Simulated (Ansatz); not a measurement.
Reference: YIn$_{3}$ (Pm-3m), PBEsol, DFPT electron-phonon coupling, linearised Boltzmann equation (plane waves, PAW, scalar-relativistic; Ansatz, a quantum-chemistry and plane-wave program); geometry: relaxed with this functional, without spin-orbit coupling.

```
In3Y
1.0
    4.57052     0.00000     0.00000
    0.00000     4.57052     0.00000
    0.00000     0.00000     4.57052
Y In
1 3
Direct
  0.00000   0.00000   0.00000
  0.00000   0.50000   0.50000
  0.50000   0.00000   0.50000
  0.50000   0.50000   0.00000
```

| Item | Value |
|---|---|
| resistivity at 300 K | 12.6 μΩ·cm |

Q: Replace Y by Sc on the same sites and relax. What happens?

A: ScIn₃ (Pm-3m): volume per atom 23.9 to 22.1 Å³; resistivity at 300 K stays about the same (12.6 μΩ·cm to 14.1 μΩ·cm).

Q: Swap In for Sn, keeping the structure type. How do these values move?

A: YSn₃ (Pm-3m): volume per atom 23.9 to 25.1 Å³; resistivity at 300 K rises (12.6 μΩ·cm to 22 μΩ·cm).

Moves up to 14 % count as about the same. Metals; harmonic phonons alone scatter; means over directions. Halving the electron mesh moves these values by up to 10 %; q meshes are mostly untested. Some of the runs warned that the eigensolver left states short of its tolerance. Spin-orbit coupling is left out.

Formula and space group known from diffraction (Crystallography Open Database), not checked to be the room-temperature form: ScIn3 (Pm-3m), YIn3 (Pm-3m). Computed structure with no diffraction record at hand here (it may be known, metastable or hypothetical): YSn3 (Pm-3m).
